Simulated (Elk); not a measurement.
Band structure of BiP (R3m, 2 atoms in the cell).

```yaml
crystal:
  lattice:
    - [2.02468, 1.16895, 3.46523]
    - [-2.02468, 1.16895, 3.46523]
    - [0.00000, -2.33790, 3.46523]
  atoms:
    - { symbol: Bi, position: [0.76240, 0.76240, 0.76240] }
    - { symbol: P, position: [0.23760, 0.23760, 0.23760] }
```

Method of the run: Elk 10.2.4 with PBE, all-electron FP-LAPW, Elk's shipped species files, default APW+lo basis.

Settings: xctype = 20; rgkmax = 7; stype = 1; swidth = 0.00999582 Ha; ngridk = 7 7 7; rmtscf = 0.98; nempty = 5.5 per atom.

The starting cell was generated: these elements placed on a structure prototype, without a prior relaxation; it need not be a known phase or ordering of this composition. Spin-orbit coupling is off. Values depend on the basis (sphere radii, cutoffs, local orbitals), which need not be converged. The run gives no clean gap (levels at the Fermi energy touch, overlap or are partly filled at this smearing), which alone does not show that the compound is a metal.

Levels in eV from the Fermi level, bands 7 to 14:
```json
[
 {"point": "B", "7": "-9.95", "8": "-5.38", "9": "-5.31", "10": "-0.75", "11": "0.86", "12": "4.75", "13": "4.85", "14": "7.16"},
 {"point": "Z", "7": "-10.34", "8": "-1.30", "9": "-1.30", "10": "-0.59", "11": "0.30", "12": "0.30", "13": "0.77", "14": "8.09"},
 {"point": "Γ", "7": "-5.78", "8": "-2.22", "9": "-1.93", "10": "-1.93", "11": "3.09", "12": "3.58", "13": "3.58", "14": "5.80"},
 {"point": "X", "7": "-9.95", "8": "-5.76", "9": "-3.42", "10": "-3.14", "11": "2.96", "12": "3.50", "13": "5.06", "14": "5.78"}
]
```

No band crosses the Fermi level by more than 0.03 eV along this path.
